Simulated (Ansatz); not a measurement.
Results of r²SCAN (Ansatz, an electronic-structure program, plane waves, PAW) for AlB2-type TiB2.

Settings: plane-wave cutoff 560 eV, 24×24×18 k mesh (along the axes of the cell as run), Fermi–Dirac smearing 0.05 eV, no spin polarisation, scalar-relativistic PAW data made under PBE.

A third-order Birch–Murnaghan fit to the energies gives V0 = 8.512 Å³/atom, B0 = 257 GPa, B′ = 3.9.

```tsv
V (Å³/atom)	P (GPa)
8.171	…
8.341	…
8.512	0.00
8.682	…
8.852	…
```

Question: Estimate the withheld pressures from this fit; the answers are the runs' own values.

Answer: 
- 8.171, P (GPa): 11.38
- 8.341, P (GPa): 5.41
- 8.682, P (GPa): -4.90
- 8.852, P (GPa): -9.35

The formula P = (3/2) B0 (x^(7/3) − x^(5/3)) [1 + (3/4)(B′ − 4)(x^(2/3) − 1)] with x = V0/V meets the computed pressures within 0.03 GPa when these rounded values are put in.

Shape and atoms are relaxed at each volume.

Measured, for comparison: bulk modulus 240 GPa (room temperature, no zero-point or thermal correction, our sources range from 233 to 250; as tabulated in Synthesis of Binary Transition Metal Nitrides, Carbides and Borides from the …). Computed (rounded) less measured: bulk modulus +7 % (+3 % to +10 % over the range). A static lattice is as a rule a little smaller and stiffer than an uncorrected measurement, which narrows the difference in the bulk modulus and would widen misses of the other sign.

Note: the bulk modulus comes from volumes at which shape and atoms were relaxed.
